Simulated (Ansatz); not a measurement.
The reference is Au in the fcc (Cu type) structure (space group Fm-3m, No. 225).

```
Au
1.0
    0.00000     2.06204     2.06204
    2.06204     0.00000     2.06204
    2.06204     2.06204     0.00000
Au
1
Direct
  0.00000   0.00000   0.00000
```

The values are results of r2SCAN (Ansatz, a quantum-chemistry and plane-wave program; PAW; 500 eV plane waves; no spin-orbit coupling), not measurements.

Before the change:

- Pressure = 0.0 GPa

Perturbation: an isotropic linear strain of +4.17 %; the atoms relax in the strained cell.

Question: How does this affect the energy relative to the base and pressure?

Answer: The energy goes up by 107 meV/atom; the pressure goes from zero to -12.9 GPa.

No phonon test of stability was made.
